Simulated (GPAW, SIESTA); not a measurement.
A GPAW input for a self-consistent single point of ZrZnNi4 (F-43m, 6 atoms in the cell) (DFT LDA (Perdew-Wang 92), plane waves, GPAW PAW datasets LDA (gpaw-data 1.0.1)):

```python
from ase import Atoms
from ase.units import GPa
from gpaw import GPAW

atoms = Atoms(['Zr', 'Zn', 'Ni', 'Ni', 'Ni', 'Ni'],
              cell=[[0.000000, 3.354670, 3.354670],
                    [3.354670, 0.000000, 3.354670],
                    [3.354670, 3.354670, 0.000000]],
              scaled_positions=[[0.000000, 0.000000, 0.000000],
                                [0.750000, 0.750000, 0.750000],
                                [0.375920, 0.872240, 0.375920],
                                [0.375920, 0.375920, 0.375920],
                                [0.872240, 0.375920, 0.375920],
                                [0.375920, 0.375920, 0.872240]],
              pbc=True)

calc = GPAW(mode={'name': 'pw', 'ecut': 850},
            xc='LDA',
            kpts=(9, 9, 9),
            occupations={'name': 'methfessel-paxton', 'width': 0.136, 'order': 0},
            nbands=-12,
            convergence={'forces': 0.001},
            symmetry={'symmorphic': False, 'tolerance': 0.0005},
            maxiter=150,
            txt='-')

atoms.calc = calc

energy = atoms.get_potential_energy()
print('Energy (eV):', round(energy, 6))
forces = atoms.get_forces()
print('Forces (eV/Ang):')
print(forces.round(5))
stress = atoms.get_stress()
print('Stress (GPa, Voigt):', (stress / GPa).round(4))
```

Q: Write the same calculation as an input for SIESTA.

A: One input that does it (others would too):

```
# files in the folder: Zr.psml Zn.psml Ni.psml (PseudoDojo LDA standard)
SystemName  ZrZnNi4
SystemLabel siesta

NumberOfAtoms                6
NumberOfSpecies              3
%block ChemicalSpeciesLabel
  1 40 Zr
  2 30 Zn
  3 28 Ni
%endblock ChemicalSpeciesLabel
LatticeConstant              1.0 Ang
%block LatticeVectors
     0.000000000    3.354670000    3.354670000
     3.354670000    0.000000000    3.354670000
     3.354670000    3.354670000    0.000000000
%endblock LatticeVectors
AtomicCoordinatesFormat      Ang
%block AtomicCoordinatesAndAtomicSpecies
     0.000000000    0.000000000    0.000000000  1
     5.032005000    5.032005000    5.032005000  2
     4.187164907    2.522175093    4.187164907  3
     2.522175093    2.522175093    2.522175093  3
     2.522175093    4.187164907    4.187164907  3
     4.187164907    4.187164907    2.522175093  3
%endblock AtomicCoordinatesAndAtomicSpecies

XC.functional                LDA
XC.authors                   PW92
PAO.BasisSize                DZP
PAO.EnergyShift              0.01 Ry
MeshCutoff                   300 Ry
%block kgrid.MonkhorstPack
    9   0   0  0.0
    0   9   0  0.0
    0   0   9  0.0
%endblock kgrid.MonkhorstPack
OccupationFunction           MP
OccupationMPOrder            0
ElectronicTemperature        136.0 meV

MaxSCFIterations             150
SCF.Mixer.Method             Broyden
SCF.Mixer.Weight             0.25
SCF.Mixer.History            8
SCF.DM.Tolerance             1.0E-04
Diag.ParallelOverK           true
WriteForces                  true
```

Basis settings and potentials, where a program has them, do not carry over. This input uses DFT, LDA PW92, numerical atomic orbitals DZP, PseudoDojo LDA standard norm-conserving potentials (rewritten from UPF to PSML). LDA parametrisations can differ slightly between programs.

The starting cell comes from a database of computed structures (which also holds hypothetical and non-ambient phases and stackings), without a prior relaxation at this level.
